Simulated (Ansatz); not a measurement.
## O interstitial started at a bond centre + Sb on the Si site (second shell) (silicon host)

Level of theory: PBE, PAW (plane waves to 420 eV; Ansatz, a program for electronic structure). The supercell holds 64 host sites (2×2×2 repeats of the unit cell), with a 2×2×2 shifted k-point sampling for the final energies. Sites at the start: bond centre of Si and Si, 2.37 Å; Si 2.73 Å away. Energies of charged states are corrected for periodic images (point charge plus alignment at distant sites). Dielectric constants: PBE linear response of the host. Host gap at this level: 0.61 eV. These values are not converged in cell size to better than tenths of an eV. PBE underestimates the host's gap, which shifts levels and can delocalise carriers. Spin–orbit coupling is left out, which matters for these heavy elements. Each state is the lowest found from its start.

```
charge         moment (μB)  point group  largest move off a lattice site (Å)  image correction with alignment (eV)
------  ------------------  -----------  -----------------------------------  ------------------------------------
+1      not spin-polarised           C1                                 0.41                                  0.35
0†                quenched            –                                 0.43                                  0.00
−1†     not spin-polarised            –                                 0.42                                 -0.14
```

† Not settled in this cell, so no level is given: charge 0: a level filled in part, carriers not clearly localised, level within 0.1 eV of a band edge or past it; charge −1: carriers not clearly localised, level within 0.1 eV of a band edge or past it.

Point groups are those of the whole cell at tolerances of 0.03 and 0.1 Å ("near" where only the looser one holds); none is given for unsettled states.

Starting moments that weren't kept: charge 0 began with 1 μB and ended with 0.0.

Flagged in the runs: a doubtful potential alignment, a strain field that reaches the edge of the cell.
